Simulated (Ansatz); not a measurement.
Candidates (primitive cells; geometry: relaxed with this functional, without spin-orbit coupling):
A. PtGa (P2_13), a = 4.903 Å, b = 4.903 Å, c = 4.903 Å, α = 90.00°, β = 90.00°, γ = 90.00°
B. IrO2 (P4_2/mnm), a = b = 4.471 Å, c = 3.153 Å, α = β = γ = 90.00°
C. Hf (P6_3/mmc), a = b = 3.160 Å, c = 4.998 Å, α = β = 90.00°, γ = 120.00°
D. MoNiP (P-62m), a = b = 5.793 Å, c = 3.709 Å, α = β = 90.00°, γ = 120.00°

Problem. Put the candidates in order of mean free path at 300 K, lowest first, for PBEsol, DFPT electron-phonon coupling, linearised Boltzmann equation run with Ansatz (an electronic-structure program).

Solution. D (2.8 nm), C (5.1 nm), A (10.7 nm), B (16.3 nm)

Metals; harmonic phonons alone scatter; means over directions. The mean free path is weighted by the current that each state carries. Halving the electron mesh moves these values by up to 9 %; q meshes are mostly untested. Some of the runs warned that the eigensolver left states short of its tolerance. Spin-orbit coupling is left out.

Formula and space group known from diffraction (Crystallography Open Database), not checked to be the room-temperature form: MoNiP (P-62m). Treated as nonmagnetic (a ferromagnetic start lost its moment, other orders weren't tried): MoNiP (P-62m). The missing spin-orbit coupling matters most for Hf (P6_3/mmc), IrO2 (P4_2/mnm), PtGa (P2_13).
